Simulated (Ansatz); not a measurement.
## BaTiO₃ in the cubic perovskite structure (space group Pm-3m, No. 221)

BaTiO3 is taken in the cubic space group Pm-3m (No. 221), the cubic perovskite structure, Pearson symbol cP5. Cell: a = b = c = 3.935 Å, α = β = γ = 90.00°. Ba on 1a is coordinated by 12 O at 2.782 Å (cuboctahedral). Ti on 1b is surrounded by 6 O at 1.967 Å (octahedral). O on 3c is surrounded by 2 Ti at 1.967 Å and 4 Ba at 2.782 Å (octahedral). (Neighbours: up to the widest gap in distance over summed covalent radii, below 1.35, at either atom; cation-cation and far metal-metal contacts left out.)

Computed with DFT with LDA, PAW potentials and a 420 eV plane-wave cutoff in Ansatz (a program for electronic structure), no spin-orbit coupling. Γ-centred 8×8×8 mesh, Fermi–Dirac width 0.05 eV.

| Item | Result |
|---|---|
| Volume per atom | 12.18 Å³ |
| Density | 6.36 g/cm³ |
| Band gap | 1.83 eV, indirect, R → Γ |
| Lowest conduction-band minima above the VBM | Γ 1.83 eV |
| Total energy | -1980.899 eV/atom (σ→0; compares only within this code and set-up) |

Stability against distortions was not tested. All final runs are without spin polarisation. Many cubic perovskites are stable only at high temperature; tilts and polar distortions were not tested. This is not the structure that BaTiO3 has at room temperature and ambient pressure.
